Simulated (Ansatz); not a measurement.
**GaP (model structure, Fm-3m, No. 225, 2 atoms in the cell)**

Level of theory: LDA in Ansatz (PAW).

Settings: plane-wave cutoff 520 eV, 18×18×18 k mesh, Fermi–Dirac smearing 0.05 eV, scalar-relativistic PAW data made under PBE.

Cell (relaxed at this level):

GaP is taken in the cubic space group Fm-3m (No. 225), the rock salt structure, Pearson symbol cF8. Cell: a = 5.050 Å, b = 5.050 Å, c = 5.050 Å, α = 90.00°, β = 90.00°, γ = 90.00°. Ga on 4a sees 6 P at 2.525 Å (octahedral). P on 4b is surrounded by 6 Ga at 2.525 Å (octahedral). (Neighbours: up to the widest gap in distance over summed covalent radii, below 1.35, at either atom; cation-cation and far metal-metal contacts left out.)
(The calculation used a cell of 2 atoms; values per cell refer to that cell.)

| Property | Value |
|---|---|
| band gap | zero (no gap) |
| bulk modulus B0 | 105 GPa |

Note: the bulk modulus is −V dP/dV from two relaxed cells at ±2 % in volume; the relaxation could raise the start's symmetry but not lower it, so the cell can be a saddle point.

Spin–orbit coupling is not included.

The computed numbers hold no vibrational or temperature effects.

Computing time: about 26 core-seconds (a rough figure).

A model structure was made by putting elements into a prototype or built by hand; it is no filed structure, need not be a known phase, and can be a saddle point held by its symmetry.

Ansatz is a quantum-chemistry and plane-wave program.
